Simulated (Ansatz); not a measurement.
```xyz
12
Lattice="3.0021 0.0000 0.0000 -1.5010 2.5999 0.0000 0.0000 0.0000 13.9293" Properties=species:S:1:pos:R:3 pbc="T T T"
B      0.0000     1.7333     7.2906
B      1.5010     0.8666     6.6387
B      1.5010     0.8666     0.3259
B      0.0000     1.7333    13.6033
B      0.0000     0.0000     3.4823
B      0.0000     0.0000    10.4469
B      1.5010     0.8666     3.4823
B      0.0000     1.7333    10.4469
W      0.0000     1.7333     1.8889
W      1.5010     0.8666    12.0404
W      1.5010     0.8666     8.8535
W      0.0000     1.7333     5.0757
```

WB₂ (P6_3/mmc), PBEsol, DFPT electron-phonon coupling, linearised Boltzmann equation (plane waves, PAW, scalar-relativistic; Ansatz, a first-principles code): the phonon-limited resistivity at 300 K is 14.7 μΩ·cm (x, the basal plane), 14.7 μΩ·cm (y, the basal plane), 7.53 μΩ·cm (z, c). Third figures are kept for the arithmetic.

**Question.** How anisotropic is it, and between which bounds lies a dense polycrystal with random grains and no boundary scattering?

**Answer.** Largest over smallest: 1.95. Upper bound, grains in series: (14.7 + 14.7 + 7.53)/3 = 12.3 μΩ·cm. Lower bound, grains side by side: 3/Σ(1/ρ) = 11.2 μΩ·cm. The best single-crystal direction lies 33 % under the lower bound.

**Question.** The current-weighted mean free path is 9.57 nm along x and 13.4 nm along z. How does ρ₀ℓ differ between these directions?

**Answer.** x: 14.7 × 9.57 = 14.1×10⁻¹⁶ Ω·m²; z: 7.53 × 13.4 = 10.1×10⁻¹⁶ Ω·m², a ratio of 1.39. The size effect in a wire also hangs on the velocities towards its walls, so the isotropic formulas don't carry over to this crystal.

A metal at this level (no band gap). Only scattering by harmonic phonons is included (no impurities, grain boundaries, electron-electron scattering or thermal expansion). Spin-orbit coupling is left out, which matters with elements this heavy. The run warned that the eigensolver left some states short of its tolerance. Halving the electron mesh (32x32x8) moves the resistivity by up to 1 % at 300 K, the mean free path by up to 3 %. Smearing 0.20 eV; phonons on a 5x5x1 q mesh, which this run doesn't test.

Formula and space group known from diffraction (Crystallography Open Database), not checked to be the room-temperature form: WB2 (P6_3/mmc).
